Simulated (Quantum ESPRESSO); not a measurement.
Input and output of a self-consistent single point for Lu2AlCo3 (R3m, 6 atoms in the cell) (Quantum ESPRESSO).

Method of the run: LDA (PZ), PSlibrary ultrasoft (LDA) pseudopotentials (plane waves; Quantum ESPRESSO 7.5).

```yaml
crystal:
  lattice:
    - [2.59108, 1.49596, 3.78806]
    - [-2.59108, 1.49596, 3.78806]
    - [0.00000, -2.99193, 3.78806]
  atoms:
    - { symbol: Lu, position: [0.37555, 0.37555, 0.37555] }
    - { symbol: Lu, position: [0.62885, 0.62885, 0.62885] }
    - { symbol: Al, position: [0.00000, 0.00000, 0.00000] }
    - { symbol: Co, position: [0.50000, 0.00000, 0.00000] }
    - { symbol: Co, position: [0.00000, 0.50000, 0.00000] }
    - { symbol: Co, position: [0.00000, 0.00000, 0.50000] }
```

Reference input (self-consistent single point, DFT, LDA (PZ), plane waves, PSlibrary ultrasoft (LDA) pseudopotentials): ecutwfc = 55 Ry; ecutrho = 440 Ry; occupations = smearing; smearing = fd; degauss = 0.0073499 Ry; K_POINTS = automatic 4 4 4 0 0 0; conv_thr = 1e-09 Ry; mixing_beta = 0.4. This run's input differs from it in these lines:

```diff
@@ -15,5 +15,3 @@
    ecutrho = 440
-   occupations = 'smearing'
-   smearing = 'fd'
-   degauss = 0.0073499
+   occupations = 'tetrahedra_opt'
 /
```

Output (repeated stretches shortened):

```
     Self-consistent Calculation

     iteration #  1     ecut=    55.00 Ry     beta= 0.40

     total energy              =    -481.82445685 Ry
     estimated scf accuracy    <       1.81557485 Ry

     iteration #  2     ecut=    55.00 Ry     beta= 0.40

     total energy              =    -480.98521801 Ry
     estimated scf accuracy    <      27.95659638 Ry

     iteration #  3     ecut=    55.00 Ry     beta= 0.40

     total energy              =    -482.72875814 Ry
     estimated scf accuracy    <       0.13178762 Ry

   [... 95 blocks of this kind left out ...]

     iteration # 99     ecut=    55.00 Ry     beta= 0.40

     total energy              =    -482.77084161 Ry
     estimated scf accuracy    <       0.00000021 Ry

     iteration #100     ecut=    55.00 Ry     beta= 0.40

     total energy              =    -482.77084166 Ry
     estimated scf accuracy    <       0.00013851 Ry
     End of self-consistent calculation

     convergence NOT achieved after 100 iterations: stopping

   JOB DONE.
```

The run ended unconverged after 100 iterations.  The full log also holds: “c_bands:  2 eigenvalues not converged”.

The starting cell comes from a database of computed structures (which also holds hypothetical and non-ambient phases and stackings), without a prior relaxation at this level. Its lattice was rescaled by up to half a per cent. One atom was moved a little off its site on purpose. Spin-orbit coupling is off.

Cost on one core of a shared machine: roughly 10 min.
